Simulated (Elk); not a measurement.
Elk run on GaSb (F-43m, 2 atoms in the cell): self-consistent single point.

Computed with PBE, spin-orbit coupling in second variation, all-electron FP-LAPW, Elk's shipped species files, APW+lo basis with extra local orbitals (Elk).

```xyz
2
Lattice="0.0000 3.1419 3.1419 3.1419 0.0000 3.1419 3.1419 3.1419 0.0000" Properties=species:S:1:pos:R:3 pbc="T T T"
Ga     0.0000     0.0000     0.0000
Sb     4.7129     4.7129     4.7129
```

Reference input (self-consistent single point, DFT, PBE, all-electron FP-LAPW, Elk's shipped species files, APW+lo basis with extra local orbitals): xctype = 20; rgkmax = 8; stype = 0; swidth = 0.00367493 Ha; ngridk = 9 9 9; gmaxvr = 14 1/bohr; nxlo = 2; lorbcnd = true; rmtscf = 0.97; lmaxi = 2; maxscl = 100. This run's input differs from it in these lines:

```diff
@@ -5,2 +5,5 @@
   20
+
+spinorb
+  .true.
 
@@ -23,2 +26,5 @@
   2
+
+nempty
+  10
```

Output, abridged:

```
│ Self-consistent loop started │
│ Loop number : 1 │
 total energy                :     -8433.42907579
 total moment                :  -0.1110103981E-18 -0.4053923932E-20 -0.8288724422E-20
│ Loop number : 2 │
 total energy                :     -8433.40926554
 total moment                :   0.5071910928E-19  0.5206196478E-19 -0.3478411617E-19
RMS change in Kohn-Sham potential (target) :   0.8595002552E-01 (  0.1000000000E-05)
Absolute change in total energy (target)   :   0.1981025049E-01 (  0.1000000000E-03)
│ Loop number : 3 │
 total energy                :     -8433.11528274
   [... lines left out ...]
 total energy                :     -8427.94865997
 total moment                :   0.2493767036E-19  0.3091338182E-19 -0.5598800669E-19
RMS change in Kohn-Sham potential (target) :   0.1749493580E-06 (  0.1000000000E-05)
Absolute change in total energy (target)   :   0.2485271307E-03 (  0.1000000000E-03)
│ Loop number : 14 │
 total energy                :     -8427.94866180
 total moment                :  -0.7022587165E-19 -0.2967564388E-19  0.2646801637E-19
RMS change in Kohn-Sham potential (target) :   0.5579358089E-07 (  0.1000000000E-05)
Absolute change in total energy (target)   :   0.6029463475E-04 (  0.1000000000E-03)
Convergence targets achieved

│ Loop number : 15 │

Energies :
 Fermi                       :     0.153827098853
 xc effective B-field        :    -0.188599101934E-09
 external B-field            :     -0.00000000000
 total energy                :     -8427.94865979
 (external B-field energy excluded from total)

Density of states at Fermi energy :    2.368641398
 (states/Hartree/unit cell)

Estimated indirect band gap :   0.6979656160E-02
 from k-point      2 to k-point      1
Estimated direct band gap   :   0.2429817537E-01
 at k-point      1

Charges :
 core                        :    54.00000000
 valence                     :    28.00000000
 interstitial                :    3.700280989
 muffin-tins (core leakage)
  species :    1 (Ga)
   atom    1                 :    29.46424550     (  0.1100365227E-02)
  species :    2 (Sb)
   [... lines left out ...]
 muffin-tins
  species :    1 (Ga)
   atom    1                 :  -0.3262365573E-20 -0.3290297010E-19 -0.1232887868E-20
  species :    2 (Sb)
   atom    1                 :  -0.1296930356E-19  0.1609313747E-19  0.8262605843E-20
 total in muffin-tins        :  -0.1623166914E-19 -0.1680983263E-19  0.7029717975E-20
 total moment                :  -0.4745615493E-19 -0.8371801808E-19 -0.2108098627E-19

│ Self-consistent loop stopped │
```

The run converged in 15 iterations. The count includes the last loop, which Elk runs after its targets are met. 

The starting cell comes from a database of computed structures (which also holds hypothetical and non-ambient phases and stackings), without a prior relaxation at this level. Its lattice was rescaled by a random factor within 2.5 % of one. Values depend on the basis (sphere radii, cutoffs, local orbitals), which need not be converged. The run gives no clean gap (levels at the Fermi energy touch, overlap or are partly filled at this smearing), which alone does not show that the compound is a metal. The log's line on a gap gives a spacing of levels on this mesh, which the program prints for metals too.

These are the values that this program gave, and no reference: the basis lacks p1/2 orbitals, which heavy p elements need under spin-orbit coupling.

Cost on one core of a shared machine: roughly 2 min.
